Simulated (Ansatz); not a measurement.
The starting structures come from a database of crystals and need not be the phases stable at ambient conditions.

 Where the default PAW files enter, the runs use the earlier of Ansatz's two default sets.

Given:

```
CELL_PARAMETERS angstrom
      5.65032     0.00000     0.00000
     -2.82516     4.89332     0.00000
      0.00000     0.00000     8.26479
ATOMIC_POSITIONS crystal
  Cs 0.00000 0.00000 0.00000
  Al 0.00000 0.00000 0.50000
  Mo 0.33333 0.66667 0.70221
  Mo 0.66667 0.33333 0.29779
  O  0.33333 0.66667 0.91434
  O  0.66667 0.33333 0.08566
  O  0.68499 0.84249 0.63584
  O  0.31501 0.15751 0.36416
  O  0.15751 0.84249 0.63584
  O  0.84249 0.15751 0.36416
  O  0.15751 0.31501 0.63584
  O  0.84249 0.68499 0.36416
```

Space group of this cell: P-3m1. The cell is taken as given; by PBEsol its mean pressure is -5.3 GPa.

Transport runs along the normal of the first two printed cell vectors, the (001) plane of the conventional cell.

The gap is the functional's own. No spin-orbit coupling. Mid-gap values are interpolated on the energy grid.

### Question
Predict the band gap and the smallest decay constant κ at mid-gap from Ansatz (a quantum-chemistry and plane-wave program) with PBEsol.

### Answer
Gap 3.68 eV on a 6×6×4 mesh; κ = 0.582 1/Å, at the zone centre.
